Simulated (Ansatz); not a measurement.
# A computed series for InP: response to strain

The parent structure is InP in the zinc blende structure (space group F-43m, No. 216; a = 5.878 Å). Axes: x, y, z lie along the cube axes.

Strains are applied to the cell and any free atomic positions relax; under biaxial strain the out-of-plane vector relaxes too.

Calculations: PBEsol/PAW in Ansatz (a quantum-chemistry and plane-wave program), no SOC.

Notes on the quantities. energy relative to the base: free energy F; in-plane stress: mean in-plane stress (compression positive).

| change | volume per atom | energy relative to the base | band gap | electron mass | in-plane stress |
|---|---|---|---|---|---|
| base | 25.39 Å³ | 0 meV/atom | 0.57 eV | 0.046 mₑ (at Γ) | – |
| biaxial strain −3.00 %, plane normal [001], relaxed out of plane | 24.67 Å³ | +13 meV/atom | 0.59 eV | 0.065 mₑ out of plane, 0.049 mₑ in plane (at Γ) | +2.9 GPa |
| biaxial strain −2.00 %, plane normal [001], relaxed out of plane | 24.92 Å³ | +5.9 meV/atom | 0.59 eV | 0.059 mₑ out of plane, 0.048 mₑ in plane (at Γ) | +1.9 GPa |
| biaxial strain −1.50 %, plane normal [001], relaxed out of plane | 25.04 Å³ | +3.3 meV/atom | 0.59 eV | 0.056 mₑ out of plane, 0.048 mₑ in plane (at Γ) | +1.4 GPa |
| biaxial strain −1.00 %, plane normal [001], relaxed out of plane | 25.16 Å³ | +1.4 meV/atom | 0.58 eV | 0.053 mₑ out of plane, 0.047 mₑ in plane (at Γ) | +0.9 GPa |
| biaxial strain −0.50 %, plane normal [001], relaxed out of plane | 25.28 Å³ | +0.4 meV/atom | 0.58 eV | 0.049 mₑ out of plane, 0.047 mₑ in plane (at Γ) | +0.4 GPa |
| biaxial strain +0.50 %, plane normal [001], relaxed out of plane | 25.50 Å³ | +0.3 meV/atom | 0.51 eV | 0.042 mₑ out of plane, 0.045 mₑ in plane (at Γ) | -0.4 GPa |
| biaxial strain +1.50 %, plane normal [001], relaxed out of plane | 25.72 Å³ | +3.1 meV/atom | 0.40 eV | 0.034 mₑ out of plane, 0.043 mₑ in plane (at Γ) | -1.3 GPa |
| biaxial strain +2.00 %, plane normal [001], relaxed out of plane | 25.82 Å³ | +5.4 meV/atom | 0.35 eV | 0.031 mₑ out of plane, 0.042 mₑ in plane (at Γ) | -1.7 GPa |
| biaxial strain +2.50 %, plane normal [001], relaxed out of plane | 25.92 Å³ | +8.3 meV/atom | 0.30 eV | 0.027 mₑ out of plane, 0.041 mₑ in plane (at Γ) | -2.0 GPa |

Effective masses come from finite differences of ±0.01 Å⁻¹. Stability against distortions was not tested.
